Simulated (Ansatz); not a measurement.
Functionals compared on a constructed model of the (111) surface of fcc Pt, a pseudomorphic layer of Al in the host's stacking (bottom of the slab: a bare face, its two planes held), in Ansatz (plane waves, PAW). The structure was relaxed with PBE; the other rows are single points on it. Cutoff 420 eV (500 eV for r2SCAN).

Set-up: 7 atoms, 13.6 Å thick at the start; mesh 15x15x1; 0.1 eV smearing; dipole correction on; 2 atoms held, the rest relaxed; symmetry of the start imposed; no spin, no spin-orbit, no U. In PBE it is, or lies within 0.01 eV a 1x1 cell of, the lowest of the 2 structures of its composition computed so far; larger cells were not tried. These notes are the PBE run's.

```
functional  work function of the top face (eV)          rough cost of the single point
----------  ----------------------------------  --------------------------------------
PBE                                       4.56                                       –
RPBE                                      4.49  about 30 core-seconds (a rough figure)
r2SCAN                                    4.62          around 70 core-seconds (rough)
```

Ansatz is a first-principles code.
